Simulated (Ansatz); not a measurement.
Consider TiO₂ in the anatase structure (space group I4_1/amd, No. 141).

```yaml
crystal:
  lattice:
    - [-1.88485, 1.88485, 4.77607]
    - [1.88485, -1.88485, 4.77607]
    - [1.88485, 1.88485, -4.77607]
  atoms:
    - { symbol: Ti, position: [0.75000, 0.25000, 0.50000] }
    - { symbol: Ti, position: [0.00000, 0.00000, 0.00000] }
    - { symbol: O, position: [0.95752, 0.45752, 0.50000] }
    - { symbol: O, position: [0.79248, 0.79248, 0.00000] }
    - { symbol: O, position: [0.54248, 0.04248, 0.50000] }
    - { symbol: O, position: [0.20752, 0.20752, 0.00000] }
```

Calculations: PBEsol (Ansatz, a quantum-chemistry and plane-wave program; PAW; 420 eV plane waves; no SOC).

One change was made to it. Results:

```tsv
quantity	base	after
smallest direct gap	2.44 eV	2.45 eV
lattice parameter a	3.770 Å	3.761 Å
```

Question: Name the change that was made.
(A) pressure −1 GPa
(B) pressure 3 GPa
(C) pressure −2 GPa
(D) pressure 7.5 GPa
(E) pressure 10 GPa

Answer: B, pressure 3 GPa. For comparison, the lattice parameter a in the other runs: pressure 7.5 GPa gives 3.751 Å; pressure −2 GPa gives 3.776 Å; pressure 10 GPa gives 3.746 Å; pressure −1 GPa gives 3.773 Å.

Load acts through the strain it causes; cell and atoms are relaxed under it. No phonon test of stability was made. Competing high-pressure phases were not computed. The base started in C2/c and relaxed to I4_1/amd at this level. The final runs are not spin-polarised.
